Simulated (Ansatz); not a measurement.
## Ansatz run on Ba2YCo3O8 (P4/mmm, 14 atoms in the cell): self-consistent single point

Method of the run: LDA (PW92)+U, default PAW files made with PBE (plane waves; Ansatz, an electronic-structure program).

Input:

Ansatz 0.2 input:
```yaml
crystal:
  lattice:
    - [3.952749, 0.000000, 0.000000]
    - [0.000000, 3.952749, 0.000000]
    - [0.000000, 0.000000, 12.219861]
  atoms:
    - { symbol: Ba, position: [0.000000, 0.000000, 0.167650] }
    - { symbol: Ba, position: [0.000000, 0.000000, 0.832350] }
    - { symbol: Y, position: [0.000000, 0.000000, 0.500000] }
    - { symbol: Co, position: [0.500000, 0.500000, 0.338860], spin: 3.0 }
    - { symbol: Co, position: [0.500000, 0.500000, 0.661140], spin: 3.0 }
    - { symbol: Co, position: [0.500000, 0.500000, 0.000000], spin: 3.0 }
    - { symbol: O, position: [0.500000, 0.000000, 0.382400] }
    - { symbol: O, position: [0.500000, 0.000000, 0.617600] }
    - { symbol: O, position: [0.000000, 0.500000, 0.382400] }
    - { symbol: O, position: [0.000000, 0.500000, 0.617600] }
    - { symbol: O, position: [0.000000, 0.500000, 0.000000] }
    - { symbol: O, position: [0.500000, 0.000000, 0.000000] }
    - { symbol: O, position: [0.500000, 0.500000, 0.191540] }
    - { symbol: O, position: [0.500000, 0.500000, 0.808460] }
basis:
  ecutwfc: 30.9 Ry
kpoints:
  mp_grid: { grid: [5, 5, 2] }
hamiltonian:
  xc: lda
  pseudopotentials: { kind: paw }
  hubbard: { sites: [{ species: Co, l: d, u_eff: 3.32 }] }
magnetization:
  spin_polarized: true
scf:
  occupations: { method: gaussian, width: 0.01 Ry }
output:
  forces: true
  eigenvalues: true
  stress: true
```

Output (repeated stretches shortened):

```
WARN ansatz: RAYON_NUM_THREADS=1 ignored (pool sized by the plan → 1); use --threads N
Ba: projections on atomic orbitals take those of the free atom [Kr 4d10] 5s2 5p6 6s2, of charge +0.00 (hamiltonian.pseudopotentials.projection_atoms) …
Y: projections on atomic orbitals take those of the free atom [Ar 3d10] 4s2 4p6 4d1 5s2, of charge +0.00 (hamiltonian.pseudopotentials.projection_atoms) …
Co: projections on atomic orbitals take those of the free atom [Ne] 3s2 3p6 3d7 4s2, of charge +0.00 (hamiltonian.pseudopotentials.projection_atoms) …
O: projections on atomic orbitals take those of the free atom [He] 2s2 2p4, of charge +0.00 (hamiltonian.pseudopotentials.projection_atoms) …
Pseudopotentials: kind: paw
Pseudopotential: Ba, paw, valence charge 10
Pseudopotential: Y, paw, valence charge 11
Pseudopotential: Co, paw, valence charge 17
Pseudopotential: O, paw, valence charge 6
Crystal: 14 atoms, lattice volume = 190.926 Å³
Basis set: ecut = 420.4159175005146 eV, 3745 PW (Γ)
Bands: 84, of which v1, the nominal top of the filled ones, is band 65 counted from 1 (64 counted from 0)
Symmetry: 16 space group operations
Space group: P4/mmm (ITA 123), of the structure as read, at distance tolerance 5.8e-5 Å
Magnetic group: BNS 123.339 (UNI 999), of the structure as read, at distance tolerance 5.8e-5 Å
k-points: 12 of 50
PAW frozen core: Ba, regenerated for the run's functional, and the local potential with it
PAW frozen core: Y, regenerated for the run's functional, and the local potential with it
PAW frozen core: Co, regenerated for the run's functional, and the local potential with it
PAW frozen core: O, regenerated for the run's functional, and the local potential with it
Initial density: superposition of atomic densities (chi_scale 0.1, normalization cell, long waves kept (reshape's long-wave potential 0.73 eV rms))
Starting moments: Σ|m| = 9 μB on 3 of 14 sites
Initial wavefunctions: pseudopotential atomic-orbital guess
Eigensolver: davidson
Functional: x = slater, c = lda
SCF iter   1: F=—  HF=-34945.637163 eV  |F-HF|=—  |Δ(HF+E_count)|=         —  Δρ=2.24e-1 (↑7.95e-2 ↓2.24e-1)  dr2=3.07e2  dr2_m=1.50e1  M=4.690 μB ∫|m|=4.801 μB  β_m=0.30  ethr=3.10e-3  ⟨swp⟩=11.3  Hψ=10575  notcnv=0  defer=13
all-band conjugate gradients solve this SCF's bands
preconditioner: auto → Kerker (q_TF=auto, 2.559 Å⁻¹)
spin=Collinear: Kerker preconditioning applied to the charge; magnetization (m = ρ↑ − ρ↓) channel mixes plain (no charge-response kernel on spin).
SCF iter   2: F=—  HF=-34942.925964 eV  |F-HF|=—  |Δ(HF+E_count)|=    2.71e0  Δρ=1.68e-1 (↑7.46e-2 ↓1.68e-1)  dr2=8.45e1  dr2_m=5.86e0  M=10.502 μB ∫|m|=10.569 μB  β_m=1.00  ethr=3.10e-3  ⟨swp⟩=4.0  Hψ=5139  notcnv=0  defer=233
SCF iter   3: F=—  HF=-34937.053529 eV  |F-HF|=—  |Δ(HF+E_count)|=    5.87e0  Δρ=1.88e-1 (↑4.12e-2 ↓1.88e-1)  dr2=1.14e2  dr2_m=1.73e1  M=10.946 μB ∫|m|=10.964 μB  β_m=0.30  ethr=3.10e-3  ⟨swp⟩=3.2  Hψ=4755  notcnv=0  defer=223
   [... lines left out ...]
SCF iter  27: F=—  HF=-34935.900156 eV  |F-HF|=—  |Δ(HF+E_count)|=   1.11e-6  Δρ=3.44e-5 (↑1.39e-5 ↓3.44e-5)  dr2=7.41e-6  dr2_m=2.66e-7  M=10.378 μB ∫|m|=10.460 μB  β_m=0.84  ethr=1.31e-8  ⟨swp⟩=2.0  Hψ=2587  notcnv=0  defer=222
SCF iter  28: F=—  HF=-34935.900155 eV  |F-HF|=—  |Δ(HF+E_count)|=   4.72e-7  Δρ=8.76e-6 (↑5.99e-6 ↓8.76e-6)  dr2=1.06e-6  dr2_m=5.22e-8  M=10.378 μB ∫|m|=10.460 μB  β_m=0.92  ethr=5.70e-9  ⟨swp⟩=1.6  Hψ=1943  notcnv=0  defer=222
SCF iter  29: F=—  HF=-34935.900155 eV  |F-HF|=—  |Δ(HF+E_count)|=   6.37e-8  Δρ=6.40e-6 (↑3.39e-6 ↓6.40e-6)  dr2=1.65e-7  dr2_m=1.18e-8  M=10.378 μB ∫|m|=10.460 μB  β_m=0.96  ethr=8.14e-10  ⟨swp⟩=2.0  Hψ=2916  notcnv=0  defer=222
SCF iter  30: F=-34935.900155 eV  HF=-34935.900155 eV  |F-HF|=3.60e-8  |Δ(HF+E_count)|=   1.66e-8  Δρ=3.34e-6 (↑1.85e-6 ↓3.34e-6)  dr2=4.38e-8  dr2_m=1.74e-9  M=10.378 μB ∫|m|=10.460 μB  ethr=7.69e-11  ⟨swp⟩=17.6  Hψ=12292  notcnv=0
SCF 1 converged in 30 iterations: F = -34935.900155 eV  dr2 = 4.38e-8
Crystal: 14 atoms, lattice volume = 190.926 Å³
Symmetry: 8 space group operations
k-points: 18 of 50
Initial density: read from a saved state, or passed on in memory by an earlier SCF of this step, an earlier step, the calling program or the single point that …
Starting moments: Σ|m| = 9 μB on 3 of 14 sites; this step starts from the density that it was given
Initial wavefunctions: those read from a saved state, or passed on in memory by an earlier step or the calling program
iter 1 solved again at ethr=3.37e-11 eV; its pass at ethr=7.69e-7 eV (dr2=4.38e-8 eV) is discarded
SCF iter   1: F=—  HF=-34935.900155 eV  |F-HF|=—  |Δ(HF+E_count)|=         —  Δρ=3.34e-6 (↑1.85e-6 ↓3.34e-6)  dr2=4.38e-8  dr2_m=1.74e-9  M=10.378 μB ∫|m|=10.460 μB  ethr=3.37e-11  ⟨swp⟩=1.0  Hψ=12553  notcnv=0
preconditioner: auto → Kerker (q_TF=auto, 2.559 Å⁻¹)
spin=Collinear: Kerker preconditioning applied to the charge; magnetization (m = ρ↑ − ρ↓) channel mixes plain (no charge-response kernel on spin).
SCF iter   2: F=—  HF=-34935.900220 eV  |F-HF|=—  |Δ(HF+E_count)|=   6.48e-5  Δρ=4.92e-4 (↑1.42e-4 ↓4.92e-4)  dr2=9.70e-4  dr2_m=7.30e-5  M=10.376 μB ∫|m|=10.459 μB  ethr=7.69e-7  ⟨swp⟩=1.0  Hψ=8136  notcnv=0
SCF iter   3: F=—  HF=-34935.900157 eV  |F-HF|=—  |Δ(HF+E_count)|=   6.34e-5  Δρ=7.58e-5 (↑2.91e-5 ↓7.58e-5)  dr2=3.37e-5  dr2_m=3.06e-6  M=10.378 μB ∫|m|=10.460 μB  ethr=7.69e-7  ⟨swp⟩=1.0  Hψ=6192  notcnv=0
SCF iter   4: F=—  HF=-34935.900155 eV  |F-HF|=—  |Δ(HF+E_count)|=   1.45e-6  Δρ=8.02e-6 (↑1.99e-6 ↓8.02e-6)  dr2=2.01e-7  dr2_m=2.71e-8  M=10.378 μB ∫|m|=10.460 μB  ethr=3.13e-8  ⟨swp⟩=1.0  Hψ=6192  notcnv=0
SCF iter   5: F=-34935.900155 eV  HF=-34935.900155 eV  |F-HF|=2.34e-9  |Δ(HF+E_count)|=   5.76e-9  Δρ=7.04e-7 (↑2.75e-7 ↓7.04e-7)  dr2=2.50e-9  dr2_m=1.63e-10  M=10.378 μB ∫|m|=10.460 μB  ethr=7.69e-11  ⟨swp⟩=2.0  Hψ=6595  notcnv=0
   [... lines left out ...]
Crystal: 14 atoms, lattice volume = 190.926 Å³
preconditioner: auto → Kerker (q_TF=auto, 2.559 Å⁻¹)
spin=Collinear: Kerker preconditioning applied to the charge; magnetization (m = ρ↑ − ρ↓) channel mixes plain (no charge-response kernel on spin).
WARN: an SCF from ferrimagnetic starting moments (0.00, 0.00, 0.00, 3.00, 3.00, -3.00, 0.00, 0.00, 0.00, 0.00, 0.00, 0.00, 0.00, 0.00 Bohr magnetons, atom by …
Absolute magnetization: 10.4624 μB (∫|ρ↑−ρ↓|, with the PAW one-centre terms)
Free energy (F): -34935.900155 eV
Fermi energy:    9.565594 eV
   [... lines left out ...]
      -14.502309       0.000000       0.000000
        0.000000     -14.502309       0.000000
        0.000000       0.000000     -13.650728
  P = ⅓ Tr σ = -14.2184 GPa (-142.184 kbar)
  The stress holds the Pulay correction. Without it, at fixed plane waves, as pw.x and ABINIT print it: P = -14.9654 GPa
--- Band table (eV; the first three rows and the last of 24) ---
  k-point 0 ↑: bands = ["-87.6464", "-87.6464", "-86.5530", "-52.0908", "-52.0906", "-50.8157", "-50.8157", "-50.8157", "-50.8157", "-50.5637", "-50.5637", "-49.3907", "-31.1999", "-16.2199", "-16.1780", "-11.5567", "-11.2281", "-11.2281", [...]
  k-point 1 ↑: bands = ["-87.6464", "-87.6464", "-86.5530", "-52.0908", "-52.0906", "-50.8157", "-50.8157", "-50.8157", "-50.8157", "-50.5637", "-50.5637", "-49.3907", "-31.1999", "-16.2200", "-16.1779", "-11.5568", "-11.2281", "-11.2281", [...]
  k-point 2 ↑: bands = ["-87.6464", "-87.6464", "-86.5529", "-52.0908", "-52.0906", "-50.8159", "-50.8159", "-50.8157", "-50.8157", "-50.5639", "-50.5637", "-49.3907", "-31.1968", "-16.1839", "-16.1459", "-11.5006", "-11.3890", "-11.2231", [...]
  k-point 11 ↓: bands = ["-84.3117", "-84.3117", "-83.6572", "-48.4437", "-48.4435", "-47.7984", "-47.7984", "-47.7984", "-47.7984", "-47.5996", "-47.5996", "-46.9022", "-31.1821", "-16.0438", "-16.0192", "-11.5695", "-11.5643", "-11.2615", [...]
Occupation matrices written to occupation_matrices
```

The run converged in 39 iterations.

The starting cell comes from a database of computed structures (which also holds hypothetical and non-ambient phases and stackings), without a prior relaxation at this level. Its lattice was rescaled by a random factor within 2.5 % of one. The magnetic order is the one reached from the typed start; others were not searched systematically. With U or open f shells several self-consistent states can exist. The program warned that, by what it read of turns of the moments, another magnetic order lies lower. With a pressure of about -14 GPa the cell is away from its equilibrium volume at this level. Ansatz's pressure includes its estimate of the finite-basis (Pulay) stress. Without the estimate this run gives -14.97 GPa.

These are the values that this program gave, and no reference: magnets with a U can end in a higher state.

Cost on one core of a shared machine: roughly 6 min.
